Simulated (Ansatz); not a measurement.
# BaTiO3: response to strain

Take BaTiO$_{3}$ in the cubic perovskite structure (space group Pm-3m, No. 221) as the base.

```
CELL_PARAMETERS angstrom
      3.93456     0.00000     0.00000
      0.00000     3.93456     0.00000
      0.00000     0.00000     3.93456
ATOMIC_POSITIONS crystal
  Ba 0.00000 0.00000 0.00000
  Ti 0.50000 0.50000 0.50000
  O  0.50000 0.00000 0.50000
  O  0.00000 0.50000 0.50000
  O  0.50000 0.50000 0.00000
```

Cartesian axes are those of the cell as printed.

Strains are applied to the cell and any free atomic positions relax; under biaxial strain the out-of-plane vector relaxes too.

Method: plane-wave PAW DFT at the LDA level (Ansatz, a quantum-chemistry and plane-wave program, 420 eV), without spin-orbit coupling.

Notes on the quantities. pressure: mean of the normal stresses, compression positive; energy relative to the base: free energy F.

| change | pressure | band gap | energy relative to the base | gap character |
|---|---|---|---|---|
| base | -0.01 GPa | 1.83 eV | 0 meV/atom | – |
| biaxial strain +0.50 %, plane normal [111], relaxed out of plane | -1.37 GPa | 1.78 eV | +0.8 meV/atom | indirect, T → Γ |
| biaxial strain +1.00 %, plane normal [111], relaxed out of plane | -2.69 GPa | 1.74 eV | +3.1 meV/atom | indirect, T → Γ |
| biaxial strain +1.50 %, plane normal [111], relaxed out of plane | -3.96 GPa | 1.69 eV | +7.0 meV/atom | indirect, T → Γ |
| biaxial strain +2.00 %, plane normal [111], relaxed out of plane | -5.18 GPa | 1.65 eV | +12 meV/atom | direct at Γ |
| biaxial strain +2.50 %, plane normal [111], relaxed out of plane | … | … | … | direct at Γ |

**Question.** Fill in the withheld entries from the trend.

**Answer.** 
- biaxial strain +2.50 %, plane normal [111], relaxed out of plane, pressure: -6.36 GPa
- biaxial strain +2.50 %, plane normal [111], relaxed out of plane, band gap: 1.60 eV
- biaxial strain +2.50 %, plane normal [111], relaxed out of plane, energy relative to the base: +19 meV/atom

No phonon test of stability was made. All final runs are without spin polarisation. Many cubic perovskites are stable only at high temperature; tilts and polar distortions were not tested. This is not the structure that BaTiO3 has at room temperature and ambient pressure. k-point labels follow each cell's own Brillouin zone.
